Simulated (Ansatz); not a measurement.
**Effective masses and thermopower of SnO2 under load (space group P4_2/mnm)**

Data:

```
SnO2
1.0
    4.79178     0.00000     0.00000
    0.00000     4.79178     0.00000
    0.00000     0.00000     3.17065
Sn O
2 4
Direct
  0.00000   0.00000   0.00000
  0.50000   0.50000   0.50000
  0.30581   0.30581   0.00000
  0.69419   0.69419   0.00000
  0.80581   0.19419   0.50000
  0.19419   0.80581   0.50000
```

Computed with r2SCAN, rigid bands (plane waves, PAW, scalar-relativistic; Ansatz, a first-principles code). Condition of this run: uniaxial stress along c of 4 GPa (compression positive) (the target of the relaxation). Cell: cell and atoms relaxed with PBEsol, then loaded as said.

```json
{
  "band_gap": "1.77 eV",
  "electron conductivity mass (300 K, dilute)": "0.24 (x), 0.24 (y), 0.20 (z) mₑ",
  "hole conductivity mass (300 K, dilute)": "1.44 (x), 1.44 (y), 2.0 (z) mₑ",
  "effective density of states N_c (300 K)": "2.6e18 cm⁻³",
  "effective density of states N_v (300 K)": "4.7e19 cm⁻³",
  "density_of_states_mass_electrons": "0.22 mₑ",
  "density_of_states_mass_holes": "1.53 mₑ",
  "Seebeck coefficient, n-type 1e19 cm⁻³, 300 K": "-127 μV/K",
  "best n-type power factor at 300 K for τ = 10 fs (best axis; densities from 1e16 to 1e21 cm⁻³ tried, whether or not they can be reached)": "2.2 μW/(cm·K²) at 1e19 cm⁻³",
  "Seebeck coefficient, p-type 1e19 cm⁻³, 300 K": "350 μV/K",
  "best p-type power factor at 300 K for τ = 10 fs (best axis; densities from 1e16 to 1e21 cm⁻³ tried, whether or not they can be reached)": "5.2 μW/(cm·K²) at 1e20 cm⁻³"
}
```

Rigid bands; masses and Seebeck coefficients take one relaxation time τ for all states and one kind of carrier; polarons and phonon drag are left out. Spin-orbit coupling is left out; where it splits the top of the valence band, N_v and the p-type Seebeck coefficient come out somewhat high without it. Geometry: cell and atoms relaxed with PBEsol.
